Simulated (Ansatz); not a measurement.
Base system: MgSe in the rock salt structure (space group Fm-3m, No. 225; a = 5.4722 Å). Axes: x, y, z lie along the cube axes.

Method: DFT with r2SCAN, PAW potentials and a 500 eV plane-wave cutoff in Ansatz (an electronic-structure program), no spin-orbit coupling.

Base values:

* **Pressure**: 0.00 GPa
* **Valley order**: X along ⟨100⟩ 2.48 eV; Γ 3.44 eV

It is then changed as follows: the cell is stretched by 3.05 % along y with no lateral relaxation, atoms relaxed at fixed cell.

Q: Predict the new pressure and valley order.

A: The pressure (mean of the normal stresses, compression positive) goes from zero to -1.76 GPa; the valley order (the lowest conduction-band minima on the path, energy above the VBM, named in the base's zone) goes from X along ⟨100⟩ 2.48 eV; Γ 3.44 eV to X along [100] 2.29 eV; X along [010] 2.44 eV; Γ 3.14 eV.

The levels and masses belong to the bands next to the band gap. The cells carry an imposed strain or load. Whether these cells are dynamically stable was not tested.
